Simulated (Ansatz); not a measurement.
## What uniaxial strain ε_yy = +1.36 % does to AlN

The parent structure is AlN in the wurtzite structure (space group P6_3mc, No. 186; a = 3.107 Å, c = 4.978 Å). Axes: x lies along a and z along c of the hexagonal cell.

It is then changed as follows: uniaxial strain ε_yy = +1.36 %, all other strain components held at zero; the atoms relax in the strained cell.

Method: r2SCAN (Ansatz, a quantum-chemistry and plane-wave program, PAW, spin-orbit coupling left out). Settings: 12×12×7 k-points, 0.05 eV Fermi–Dirac smearing.

- Volume per atom = 10.54 Å³ (base 10.40 Å³)
- Space group = Cmc2_1 (No. 36) (base P6_3mc (No. 186))
- Shortest interatomic distance = 1.896 Å (base 1.888 Å)
- Energy relative to the base (free energy F) = +2.4 meV/atom
- Pressure (mean of the normal stresses, compression positive) = -2.86 GPa (base 0.01 GPa)
- Band gap = 4.72 eV (base 4.88 eV)
- Gap character = direct at Γ (base direct at Γ)
- Electron mass = 0.30 mₑ (at Γ)
- Valence-band top at Γ (three highest levels, from the VBM) = 0.00, -0.23, -0.32 eV (base 0.00, -0.22, -0.22 eV)
- Stress (xx, yy, zz, yz, xz, xy; compression positive) = (-1.77, -5.44, -1.37, 0.00, 0.00, 0.00) GPa

Final structure:

```yaml
crystal:
  lattice:
    - [3.10670, 0.00000, 0.00000]
    - [-1.55335, 2.72707, 0.00000]
    - [0.00000, 0.00000, 4.97846]
  atoms:
    - { symbol: Al, position: [0.33367, 0.66734, 0.99607] }
    - { symbol: Al, position: [0.66633, 0.33266, 0.49607] }
    - { symbol: N, position: [0.33459, 0.66918, 0.37873] }
    - { symbol: N, position: [0.66541, 0.33082, 0.87873] }
```

Cost of the whole job for the changed cell (relaxation, final SCF and bands): roughly 90 core-seconds.

Effective masses come from finite differences of ±0.01 Å⁻¹. Whether these cells are dynamically stable was not tested. k-point labels follow each cell's own Brillouin zone.
